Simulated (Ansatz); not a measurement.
CO on the 1x1 (110) surface of 3C silicon carbide (cut with top plane C + Si), one in a 2x2 cell, energies for each (54.3 Å²). Energies are against CO(g), without zero-point or thermal terms; each row is named by its start.

Host crystal: 3C silicon carbide, with a band gap (PBE, scalar-relativistic without spin-orbit coupling).

All values below come from PBE (plane waves to 420 eV, PAW; Ansatz, an electronic-structure program).

Slab: 50 atoms, 7.7 Å thick at the start under the adsorbate (thin: gaps and levels are the slab's own); k 3x3x1, smearing 0.01 eV, dipole-corrected; 24 atoms held, the rest relaxed; each run with such symmetry as its start has; no spin, no spin-orbit, no U, no dispersion correction.

A negative adsorption energy means that the adsorbate is more stable on the surface than in its reference. Starts that drift may end in the same place. Heights count from the host atoms within 0.3 Å of the top one.

```csv
starting site,E_ads (eV),height (Å),nearest host atom (Å),bonded to,change of the vacuum step (eV),lateral drift (Å)
top C,-0.03,3.65,C 3.54,none within bonding distance,0.01,0.3
top Si,-0.79,1.57,Si 2.02,Si,-0.42,1.4
over Si at depth 1.5 Å,-0.05,2.92,C 3.34,none within bonding distance,-0.05,0.7
over C at depth 1.5 Å,-0.79,1.57,Si 2.02,Si,-0.41,0.0
hollow beside Si,-0.79,1.56,Si 2.02,Si,-0.41,2.2
hollow C-C-Si-Si,-0.79,1.57,Si 2.02,Si,-0.41,0.7
bridge C-Si (span 3.9 Å),-0.79,1.57,Si 2.02,Si,-0.42,0.9
```
